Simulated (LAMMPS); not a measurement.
Size effects in liquid Pd (fcc) at 2010 K and zero pressure.

Level of theory: classical MD, pair style meam, file library.meam (library.meam-Pd) (LAMMPS).

```
atoms                  volume  first peak of g(r)                        D(Pd)  rough cost (core-seconds per simulated ps)
-----  ----------------------  ------------------  ---------------------------  ------------------------------------------
108      17.79 ± 0.03 Å³/atom  2.66 Å, height 2.7    (4.9 ± 0.3) × 10^-5 cm²/s                                        0.29
256      17.92 ± 0.03 Å³/atom  2.66 Å, height 2.9    (5.1 ± 0.3) × 10^-5 cm²/s                                         0.5
2048   17.882 ± 0.009 Å³/atom  2.65 Å, height 2.8    (5.5 ± 0.1) × 10^-5 cm²/s                                         2.7
16384  17.889 ± 0.002 Å³/atom  2.65 Å, height 2.8  (5.60 ± 0.04) × 10^-5 cm²/s                                          50
```

Periodic images slow diffusion in small cells, by a term that falls as 1/L. Costs are rough.

Caution: the potential MEAM library.meam-Pd is a first-neighbour MEAM set with a 4 Å cutoff, used here without a parameter file and away from the static properties it was fitted to.

Errors of D are the spread over four groups of atoms in one short run; a floor of about 5 %, a picked value, is safer.

Uncertainties are statistical and leave out the potential's own error.
